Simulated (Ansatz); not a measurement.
Consider KTaO$_{3}$ in the cubic perovskite structure (space group Pm-3m, No. 221).

```
KTaO3
1.0
    3.95200     0.00000     0.00000
    0.00000     3.95200     0.00000
    0.00000     0.00000     3.95200
K Ta O
1 1 3
Direct
  0.00000   0.00000   0.00000
  0.50000   0.50000   0.50000
  0.50000   0.00000   0.50000
  0.00000   0.50000   0.50000
  0.50000   0.50000   0.00000
```

Cartesian axes are those of the cell as printed.

Method: LDA (Ansatz, a first-principles code), spin-orbit coupling left out.

Now apply this change: uniaxial strain ε_zz = +0.60 %, all other strain components held at zero; the atoms relax in the strained cell.

Problem. Predict the new energy relative to the base.

Solution. The energy increases by 0.7 meV/atom.

Problem. What happens to the stress?

Solution. The stress (xx, yy, zz, yz, xz, xy; compression positive) comes out as (-0.49, -0.49, -2.86, 0.00, 0.00, 0.00) GPa.

Whether these cells are dynamically stable was not tested.
